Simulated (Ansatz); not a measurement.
Y: biaxial strain +1.15 %, plane normal [001], relaxed out of plane

The reference is Y (space group R-3m, No. 166; a = 3.560 Å, c = 25.493 Å (hexagonal axes); a cell from a computed database, its experimental status unchecked; relaxed with 0.1 eV smearing). Axes: x lies along a and z along c of the hexagonal cell.

The change: biaxial strain +1.15 %, plane normal [001], relaxed out of plane (Cartesian); in-plane vectors clamped, the third vector and the atoms free.

Method: PBEsol, PAW, 420 eV (Ansatz, an electronic-structure program; without spin-orbit coupling). Γ-centred 19×19×19 mesh, Fermi–Dirac width 0.1 eV.

```csv
quantity,base,changed,shift
volume per atom,31.08 Å³,31.62 Å³,+0.54 Å³
space group,R-3m (No. 166),R-3m (No. 166),–
shortest interatomic distance,3.485 Å,3.484 Å,-0.0019 Å
energy relative to the base (free energy F),0 meV/atom,+2.3 meV/atom,+2.3 meV/atom
band gap,zero,zero,–
out-of-plane strain,–,-0.57 %,–
ratio −ε⊥/ε∥,–,0.49,–
```

Final structure (turned so that z lies along the plane normal):

```
CELL_PARAMETERS angstrom
      3.60052     0.00000     0.00000
      1.80026     3.11814     0.00000
      1.80026    -1.03938     8.44967
ATOMIC_POSITIONS crystal
  Y  0.00000 0.00000 0.00000
  Y  0.55639 0.22180 0.66541
  Y  0.44361 0.77820 0.33459
```

Stability against distortions was not tested. All final runs are without spin polarisation. Y has a high density of states at the Fermi level and may be magnetic at this level. This is not the structure that Y has at room temperature and ambient pressure.
